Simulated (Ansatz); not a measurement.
A computed series for Y5Ge3: response to strain

The parent structure is Y5Ge3 (space group P6_3/mcm, No. 193; a = 8.421 Å, c = 6.336 Å; a cell from a computed database, its experimental status unchecked). Axes: x lies along a and z along c of the hexagonal cell.

Strains are applied to the cell and any free atomic positions relax; under biaxial strain the out-of-plane vector relaxes too.

Level of theory: PBEsol (Ansatz, a program for electronic structure, PAW, spin-orbit coupling left out).

Notes on the quantities. pressure: mean of the normal stresses, compression positive.

```tsv
case	shortest interatomic distance	pressure	space group
base	2.900 Å	0.0 GPa	P6_3/mcm (No. 193)
biaxial strain +0.56 %, plane normal [001], relaxed out of plane	?	-0.7 GPa	P6_3/mcm (No. 193)
isotropic strain +0.59 %	2.915 Å	?	P6_3/mcm (No. 193)
tensor shear ε_xy = +0.60 %	2.887 Å	0.0 GPa	P2_1/m (No. 11)
```

Problem. Complete the table.

Solution. 
- biaxial strain +0.56 %, plane normal [001], relaxed out of plane, shortest interatomic distance: 2.912 Å
- isotropic strain +0.59 %, pressure: -1.3 GPa

Without a gap, meshes like the base's 5×5×6 leave anisotropic stresses uncertain by several tenths of a GPa, and small strain energies with them. Stability against distortions was not tested. The final runs are not spin-polarised.
